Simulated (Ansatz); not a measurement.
**A computed series for Ge: response to strain**

Start from Ge in the diamond structure (space group Fd-3m, No. 227; a = 5.762 Å).

Strains are applied to the cell and any free atomic positions relax.

The values are results of Kohn–Sham DFT with the PBE functional, run in Ansatz (a first-principles code) with PAW and 420 eV plane waves, no spin-orbit coupling, not measurements.

```json
[
 {"variant": "base", "shortest interatomic distance": "2.495 Å", "pressure": "0.0 GPa", "band gap": "zero"},
 {"variant": "isotropic strain −3.00 %", "shortest interatomic distance": "2.420 Å", "pressure": "6.7 GPa", "band gap": "0.30 eV"},
 {"variant": "isotropic strain −2.00 %", "shortest interatomic distance": "2.445 Å", "pressure": "4.1 GPa", "band gap": "0.08 eV"},
 {"variant": "isotropic strain −1.50 %", "shortest interatomic distance": "2.457 Å", "pressure": "3.0 GPa", "band gap": "zero"},
 {"variant": "isotropic strain −1.00 %", "shortest interatomic distance": "2.470 Å", "pressure": "1.9 GPa", "band gap": "zero"},
 {"variant": "isotropic strain +0.50 %", "shortest interatomic distance": "2.507 Å", "pressure": "-0.9 GPa", "band gap": "zero"},
 {"variant": "isotropic strain +1.00 %", "shortest interatomic distance": "2.520 Å", "pressure": "-1.6 GPa", "band gap": "zero"},
 {"variant": "isotropic strain +1.50 %", "shortest interatomic distance": "2.532 Å", "pressure": "-2.4 GPa", "band gap": "zero"},
 {"variant": "isotropic strain +2.00 %", "shortest interatomic distance": "2.545 Å", "pressure": "-3.0 GPa", "band gap": "zero"},
 {"variant": "isotropic strain +2.50 %", "shortest interatomic distance": "2.557 Å", "pressure": "-3.6 GPa", "band gap": "zero"}
]
```

Whether these cells are dynamically stable was not tested. The zero or small gap of Ge can change with the level of theory.
